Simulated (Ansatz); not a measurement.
## What isotropic strain +1.50 % does to K

Consider K in the bcc (W type) structure (space group Im-3m, No. 229; a = 5.2881 Å; relaxed with 0.1 eV smearing).

One thing is altered: an isotropic linear strain of +1.50 %; the atoms relax in the strained cell.

The values are results of DFT with PBE, PAW potentials and a 420 eV plane-wave cutoff in Ansatz (a program for electronic structure), no spin-orbit coupling, not measurements. Γ-centred 18×18×18 mesh, Fermi–Dirac width 0.1 eV.

- Volume per atom = 77.31 Å³ (base 73.94 Å³)
- Space group = Im-3m (No. 229) (base Im-3m (No. 229))
- Energy relative to the base (free energy F) = +1.6 meV/atom
- Pressure = -0.1 GPa (base 0.0 GPa)
- Band gap = zero (base zero)

Final structure:

```
K
1.0
   -2.68370     2.68370     2.68370
    2.68370    -2.68370     2.68370
    2.68370     2.68370    -2.68370
K
1
Cartesian
  0.00000   0.00000   0.00000
```

Stability against distortions was not tested.
